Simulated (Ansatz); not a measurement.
# Lattice parameter a of Hf₂O (model structure, started from the Hf2S type, P6₃/mmc, No. 194, 6 atoms in the cell) at several levels of theory

No measured value is used here.

```csv
level (code),value (Å)
LDA (Ansatz),3.100
PBE (Ansatz),3.166
PBEsol (Ansatz),[?]
r²SCAN (Ansatz),3.144
```

Task: Complete the blanks.

Result: 
- PBEsol (Ansatz, a first-principles code), value (Å): 3.128

Density-functional levels without +SOC have no spin–orbit coupling. Cutoffs differ between the levels. Ansatz's density-functional and Hartree–Fock values are scalar-relativistic unless marked +SOC, with PAW data made under PBE.

A model structure was made by putting elements into a prototype or built by hand; it is no filed structure, need not be a known phase, and can be a saddle point held by its symmetry.
